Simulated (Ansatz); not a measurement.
Ag (model structure, P6/mmm, No. 191, 1 atom in the cell)

Calculation: r²SCAN (Ansatz, a program for electronic structure, plane waves, PAW).

Settings: plane-wave cutoff 560 eV, 24×24×22 k mesh (along the axes of the cell as run), Fermi–Dirac smearing 0.05 eV, no spin polarisation, scalar-relativistic PAW data made under PBE.

Cell (relaxed at this level):

```
Ag
1.0
    2.81217     0.00000     0.00000
   -1.40609     2.43541     0.00000
    0.00000     0.00000     2.73899
Ag
1
Cartesian
  0.00000   0.00000   0.00000
```

```yaml
band_gap: zero (no gap)
bulk_modulus: 87.8 GPa
```

Note: the bulk modulus is −V dP/dV from two relaxed cells at ±2 % in volume; the relaxation could raise the start's symmetry but not lower it, so the cell can be a saddle point.

Spin–orbit coupling is not included.

Static lattice: no zero-point or thermal effects.

A model structure was made by putting elements into a prototype or built by hand; it is no filed structure, need not be a known phase, and can be a saddle point held by its symmetry.
